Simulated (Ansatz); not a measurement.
NiSb (P6_3/mmc), PBEsol, DFPT electron-phonon coupling, linearised Boltzmann equation in Ansatz (an electronic-structure program): phonon-limited resistivity 8.10 μΩ·cm at 300 K along x (a = (3.91, 0.00, 0.00) Å; b = (-1.96, 3.39, 0.00) Å; c = (0.00, 0.00, 5.07) Å), 11.0 μΩ·cm at 400 K, current-weighted mean free path 12.2 nm, Drude plasma energy 6.55 eV.

Task: Estimate the electronic thermal conductivity at 300 K by the Wiedemann-Franz law (L₀ = 2.44×10⁻⁸ W·Ω/K²).

Result: L₀T/ρ = 2.44×10⁻⁸ × 300/(8.10×10⁻⁸) = 90.4 W/(m·K). Inelastic scattering puts the true Lorenz number somewhat under L₀ near and below the Debye temperature.

Task: What temperature coefficient of resistance follows, and how does it compare with 1/T?

Result: (ρ₄₀₀ − ρ₃₀₀)/(100 K × ρ₃₀₀) = 3.58×10⁻³ K⁻¹, against 1/T = 3.33×10⁻³ K⁻¹ for a resistivity proportional to T. It lies higher because phonons are still being populated at 300 K; impurities would add a constant and lower it.

Task: What Drude relaxation time do resistivity and plasma energy imply?

Result: ω_p = 9.95e15 s⁻¹, so τ = 1/(ε₀ ω_p² ρ) = 14.1 fs, a damping ħ/τ of 46.7 meV.

A metal at this level (no band gap). Only scattering by harmonic phonons is included (no impurities, grain boundaries, electron-electron scattering or thermal expansion). Spin-orbit coupling is left out. Halving the electron mesh (24x24x16) moves the resistivity by up to 2 % at 300 K, the mean free path by up to 3 %. Smearing 0.20 eV; phonons on a 4x4x3 q mesh, which this run doesn't test.

Formula and space group known from diffraction (Crystallography Open Database), not checked to be the room-temperature form: NiSb (P6_3/mmc). Treated as nonmagnetic (a ferromagnetic start lost its moment, other orders weren't tried): NiSb (P6_3/mmc).
